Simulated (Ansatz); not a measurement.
Fluorite HfO2 (high-temperature phase): LDA at its full settings (plane-wave cutoff 520 eV, 12×12×12 k mesh, Fermi–Dirac smearing 0.01 eV, scalar-relativistic PAW data made under PBE) and at cheaper ones, in a cell of 3 atoms with Γ-centred meshes.

| level and setting | lattice constant a (Å) | bulk modulus B0 (GPa) | band gap (eV) |
|---|---|---|---|
| LDA (Ansatz) | 5.001 | 283 | 3.67 |
| LDA (Γ point alone) (Ansatz) | 4.803 | 323 | 3.33 |
| LDA (2×2×2 k mesh) (Ansatz) | 5.030 | 281 | 3.42 |
| LDA (4×4×4 k mesh) (Ansatz) | 5.001 | 283 | 3.66 |

Largest shifts from the full settings: lattice constant a -3.96 % (LDA (Γ point alone)); bulk modulus +14.1 % (LDA (Γ point alone)), against a difference of +16.9 % of the full result from the reference 242 ± 16 GPa (measured, room temperature, not corrected to a static lattice, nanocrystalline cubic HfO2, second-order Birch-Murnaghan; as tabulated in High-pressure structural stability, equation of state, and thermal expansion …); band gap -0.34 eV (LDA (Γ point alone)).

Each row is at its own relaxed cell, so a gap follows the cell too.

Band edges were searched off the SCF mesh.

Spin–orbit coupling is included only where a level's name says +SOC; with heavier elements it mostly lowers gaps and can invert bands. Density-functional gaps are differences of (generalised) Kohn–Sham levels.

Caveats: symmetry holds this phase in the static calculation, where it need not be a minimum (LDA, LDA (Γ point alone), LDA (2×2×2 k mesh), LDA (4×4×4 k mesh)). Ansatz's density-functional and Hartree–Fock values are scalar-relativistic unless marked +SOC, with PAW data made under PBE.

Run with cheap settings on purpose, which may leave them unconverged: LDA (2×2×2 k mesh), LDA (4×4×4 k mesh), LDA (Γ point alone).

Ansatz is a program for electronic structure.
